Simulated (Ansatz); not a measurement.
We consider CoGe2 (model structure, started from the AlB2 type, P6/mmm, No. 191, 3 atoms in the cell), described by r²SCAN (Ansatz, an electronic-structure program, PAW).

Settings: plane-wave cutoff 560 eV, 18×18×12 k mesh (along the axes of the cell as run), Fermi–Dirac smearing 0.05 eV, spin-polarised with parallel moments, scalar-relativistic PAW data made under PBE.

Cell (relaxed at this level):

```yaml
crystal:
  lattice:
    - [4.56174, 0.00000, 0.00000]
    - [-2.28087, 3.95059, 0.00000]
    - [0.00000, 0.00000, 2.57476]
  atoms:
    - { symbol: Co, position: [0.00000, 0.00000, 0.00000], spin: 3.0 }
    - { symbol: Ge, position: [0.33333, 0.66667, 0.50000] }
    - { symbol: Ge, position: [0.66667, 0.33333, 0.50000] }
```

Problem. Predict the bulk modulus.

Solution. 
* **bulk modulus**: 96.7 GPa

The run finds no gap.

Note: the magnetic order was assumed, not searched for or taken from measurement; the bulk modulus is −V dP/dV from two relaxed cells at ±2 % in volume; the relaxation could raise the start's symmetry but not lower it, so the cell can be a saddle point.

Spins in the cell block are starting values.

Computed values are for the static lattice.

A model structure was made by putting elements into a prototype or built by hand; it is no filed structure, need not be a known phase, and can be a saddle point held by its symmetry.
